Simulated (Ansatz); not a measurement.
Effect of uniaxial stress, 3 GPa compression along z on SnTe

The parent structure is SnTe in the rock salt structure (space group Fm-3m, No. 225; a = 6.371 Å). Axes: x, y, z lie along the cube axes.

Now apply this change: uniaxial stress, 3 GPa compression along z; all other stress components relax to zero.

The values are results of Ansatz (a quantum-chemistry and plane-wave program), r2SCAN, PAW, cutoff 500 eV, scalar-relativistic without spin-orbit coupling, earlier PAW set, not measurements. Γ-centred 13×13×13 mesh, Fermi–Dirac width 0.05 eV.

The volume per atom decreases by 0.65 Å³ (32.33 Å³ → 31.68 Å³) and the space group goes from Fm-3m (No. 225) to I4/mmm (No. 139). The shortest interatomic distance decreases by 0.067 Å, from 3.186 Å to 3.119 Å and the energy goes up by 6.1 meV/atom. The band gap changes from 0.13 eV to zero and the strain response (xx, yy, zz) comes out as (+0.04, +0.04, −2.09) % (rough).

Final structure:

```yaml
crystal:
  lattice:
    - [0.00000, 3.18683, 3.11897]
    - [3.18683, 0.00000, 3.11897]
    - [3.18683, 3.18683, 0.00000]
  atoms:
    - { symbol: Te, position: [0.00000, 0.00000, 0.00000] }
    - { symbol: Sn, position: [0.50000, 0.50000, 0.50000] }
```

Without a gap, meshes like the base's 13×13×13 leave anisotropic stresses uncertain by several tenths of a GPa, and small strain energies with them. Spin-orbit coupling, missing from the scalar runs, can matter with Te. Beyond what the load breaks, stability against distortions was not tested. All final runs are without spin polarisation. Gaps under 0.05 eV, about the width of the smearing, are given as zero. A zero or small gap of SnTe can be the functional's error rather than a property of the material.
